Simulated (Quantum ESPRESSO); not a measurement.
# Quick settings and what they miss: Re₃Tc (P6_3/mmc, 8 atoms in the cell)

Self-consistent single point.

```yaml
crystal:
  lattice:
    - [5.49632, 0.00000, 0.00000]
    - [-2.74816, 4.75996, 0.00000]
    - [0.00000, 0.00000, 4.44450]
  atoms:
    - { symbol: Tc, position: [0.33333, 0.66667, 0.75000] }
    - { symbol: Tc, position: [0.66667, 0.33333, 0.25000] }
    - { symbol: Re, position: [0.16651, 0.33303, 0.25000] }
    - { symbol: Re, position: [0.83349, 0.66697, 0.75000] }
    - { symbol: Re, position: [0.83349, 0.16651, 0.75000] }
    - { symbol: Re, position: [0.16651, 0.83349, 0.25000] }
    - { symbol: Re, position: [0.66697, 0.83349, 0.25000] }
    - { symbol: Re, position: [0.33303, 0.16651, 0.75000] }
```

Method: PBEsol, GBRV 1.5 ultrasoft (PBESOL) pseudopotentials (plane waves; Quantum ESPRESSO 7.5).

Base settings: ecutwfc = 40 Ry; ecutrho = 320 Ry; occupations = smearing; smearing = mp; degauss = 0.0073499 Ry; potentials = {Tc: tc_pbesol_v1.uspp.F.UPF, Re: re_pbesol_v1.2.uspp.F.UPF}; K_POINTS = automatic 5 5 6 0 0 0; conv_thr = 1e-10 Ry; mixing_beta = 0.5.

Tight run (finer mesh or higher cutoff; not a proven limit): ecutwfc: 40 Ry → 56 Ry; ecutrho: 320 Ry → 448 Ry; conv_thr: 1e-10 Ry → 7.3e-11 Ry; K_POINTS: automatic 5 5 6 0 0 0 → automatic 7 7 9 0 0 0. It gave Fermi level (on the code's own zero) 23.91 eV; pressure -3.51 GPa; largest force (vector length) 0.027 eV/Å.

Quick runs, as changes from the base:
- A: the base itself
- B: ecutwfc: 40 Ry → 20 Ry; ecutrho: 320 Ry → 160 Ry; smearing: mp → gauss; degauss: 0.0073499 Ry → 0.036749 Ry; K_POINTS: automatic 5 5 6 0 0 0 → automatic 4 4 4 1 1 1
- C: ecutwfc: 40 Ry → 20 Ry; ecutrho: 320 Ry → 160 Ry; conv_thr: 1e-10 Ry → 7.3e-06 Ry; K_POINTS: automatic 5 5 6 0 0 0 → automatic 2 2 2 1 1 1
- D: ecutwfc: 40 Ry → 32 Ry; ecutrho: 320 Ry → 256 Ry; K_POINTS: automatic 5 5 6 0 0 0 → automatic 6 6 6 1 1 1
- E: smearing: mp → fd; degauss: 0.0073499 Ry → 0.019992 Ry; pseudopotentials: {Tc: tc_pbesol_v1.uspp.F.UPF, Re: re_pbesol_v1.2.uspp.F.UPF} → {Tc: tc_lda_v1.uspp.F.UPF, Re: re_lda_v1.2.uspp.F.UPF}; K_POINTS: automatic 5 5 6 0 0 0 → automatic 4 4 4 1 1 1 [LDA (PZ)]

Energies are extrapolated to zero smearing width, which holds to low order in the width alone (under cold and Methfessel-Paxton smearing the free energy itself is taken).

Dashes: pressure of C, not trusted under this conv_thr with d or f elements; time of C, under 30 s; energy of E, another energy zero.

† marks runs with another functional, U, potentials or spin treatment: their distance from the tight run is not a convergence error alone.

The count of work is k-points × plane waves × bands × iterations; it is no time. Core times come from one kind of shared machine and are given to one figure; runs under 30 s give none.

The starting cell comes from a database of computed structures (which also holds hypothetical and non-ambient phases and stackings), without a prior relaxation at this level. Its lattice was rescaled by a random factor within 2.5 % of one. Spin polarisation is off. In the base run, with a pressure of about -4 GPa the cell is away from its equilibrium volume at this level.

| run | energy less tight (meV/atom) | pressure less tight (GPa) | largest miss in a force vector (eV/Å) | count of work / tight | core time / tight (rough) |
|---|---|---|---|---|---|
| A | 17.1 | -0.33 | 0.080 | 0.33 | 0.4 |
| B | 1430.4 | -101.72 | 0.033 | 0.064 | 0.10 |
| C | 1438.2 | – | 0.098 | 0.0074 | – |
| D | 46.9 | -0.46 | 0.008 | 0.39 | 0.4 |
| E† | – | -4.00 | 0.028 | 0.20 | 0.3 |

Among the runs at the tight run's level, the energy misses run from 17.1 to 1438.2 meV/atom.

Left out of this page: 1 run of the series outside the window shown, repeating another row's setting, or not comparable.
